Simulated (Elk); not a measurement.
Input and output of a self-consistent single point for Rb (Im-3m, 1 atom in the cell) (Elk).

Level of theory: PBEsol, all-electron FP-LAPW, Elk's shipped species files, APW+lo basis with extra local orbitals (Elk).

```xyz
1
Lattice="-2.7826 2.7826 2.7826 2.7826 -2.7826 2.7826 2.7826 2.7826 -2.7826" Properties=species:S:1:pos:R:3 pbc="T T T"
Rb     0.0000     0.0000     0.0000
```

Reference input (self-consistent single point, DFT, PBE, all-electron FP-LAPW, Elk's shipped species files, APW+lo basis with extra local orbitals): xctype = 20; rgkmax = 7.5; stype = 0; swidth = 0.00999582 Ha; ngridk = 11 11 11; gmaxvr = 16 1/bohr; nxlo = 2; lorbcnd = true; lmaxi = 3. This run's input differs from it in these lines:

```diff
@@ -4,3 +4,3 @@
 xctype
-  20
+  22
```

Output (repeated stretches shortened):

```
│ Self-consistent loop started │
│ Loop number : 1 │
 total energy                :     -2980.17004516
│ Loop number : 2 │
 total energy                :     -2980.17531072
RMS change in Kohn-Sham potential (target) :   0.7990552655E-01 (  0.1000000000E-05)
Absolute change in total energy (target)   :   0.5265557558E-02 (  0.1000000000E-03)
│ Loop number : 3 │
 total energy                :     -2980.13520896
RMS change in Kohn-Sham potential (target) :   0.6832951305E-01 (  0.1000000000E-05)
Absolute change in total energy (target)   :   0.3878537182E-01 (  0.1000000000E-03)
│ Loop number : 4 │
   [... lines left out ...]
Absolute change in total energy (target)   :   0.1719179919E-02 (  0.1000000000E-03)
│ Loop number : 11 │
 total energy                :     -2979.66545993
RMS change in Kohn-Sham potential (target) :   0.7575207606E-06 (  0.1000000000E-05)
Absolute change in total energy (target)   :   0.4021223053E-03 (  0.1000000000E-03)
│ Loop number : 12 │
 total energy                :     -2979.66546628
RMS change in Kohn-Sham potential (target) :   0.1809092059E-06 (  0.1000000000E-05)
Absolute change in total energy (target)   :   0.9417915589E-04 (  0.1000000000E-03)
Convergence targets achieved

│ Loop number : 13 │

Energies :
 Fermi                       :     0.452218836616E-01
 total energy                :     -2979.66546331

Density of states at Fermi energy :    23.79928509
 (states/Hartree/unit cell)

Estimated indirect band gap :   0.2425088751E-02
 from k-point     32 to k-point      6
Estimated direct band gap   :   0.5162292219E-01
 at k-point     32

Charges :
 core                        :    28.00000000
 valence                     :    9.000000000
 interstitial                :    1.627727506
 muffin-tins (core leakage)
  species :    1 (Rb)
   atom    1                 :    35.37227249     (  0.9323336956E-04)
 total in muffin-tins        :    35.37227249
 total calculated charge     :    37.00278801
 total charge                :    37.00000000
 error                       :   0.2788006502E-02

│ Self-consistent loop stopped │
```

The run converged in 13 iterations. The count includes the last loop, which Elk runs after its targets are met. 

The starting cell has typed, rounded lattice constants, without a prior relaxation at this level. Its lattice was rescaled by a random factor within 2.5 % of one. Values depend on the basis (sphere radii, cutoffs, local orbitals), which need not be converged. The log's line on a gap gives a spacing of levels on this mesh, which the program prints for metals too.
